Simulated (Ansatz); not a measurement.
The reference is AlN in the wurtzite structure (space group P6_3mc, No. 186; a = 3.1138 Å, c = 4.9836 Å).

Modification: a hydrostatic pressure of 22.5 GPa.

Levels (all Ansatz, a program for electronic structure, PAW): PBEsol (420 eV, no SOC); PBEsol+SOC (420 eV, spin-orbit coupling included).

The geometry is relaxed with PBEsol.

| Item | Value |
|---|---|
| PBEsol valence-band top at Γ | 0.00, -0.35, -0.35 eV |
| PBEsol lowest conduction level above the VBM at special points | Γ 4.87 eV; K 4.91 eV; L 5.45 eV; M 5.88 eV |
| PBEsol gap character | direct at Γ |
| PBEsol pressure | 22.50 GPa |

**Question.** How does going to PBEsol+SOC change the valence-band top at Γ, lowest conduction level above the VBM at special points, gap character and pressure?

**Answer.** The valence-band top at Γ (three highest Kramers pairs, from the VBM) changes from 0.00, -0.35, -0.35 eV to 0.00, -0.35, -0.36 eV; the lowest conduction level above the VBM at special points goes from Γ 4.87 eV; K 4.91 eV; L 5.45 eV; M 5.88 eV to Γ 4.87 eV; K 4.91 eV; L 5.45 eV; M 5.87 eV; the gap character stays direct at Γ; the pressure stays 22.50 GPa.

Single points use the geometry relaxed with PBEsol. The spin-orbit shifts are approximate. Load acts through the strain it causes; cell and atoms are relaxed under it. Stability against distortions was not tested. Measured, AlN leaves this structure (for rock salt) near 14 GPa (temperature not stated; as listed in Datta, Sujoy, Jana, Debnarayan, arXiv (2020)), on rising pressure, with hysteresis.
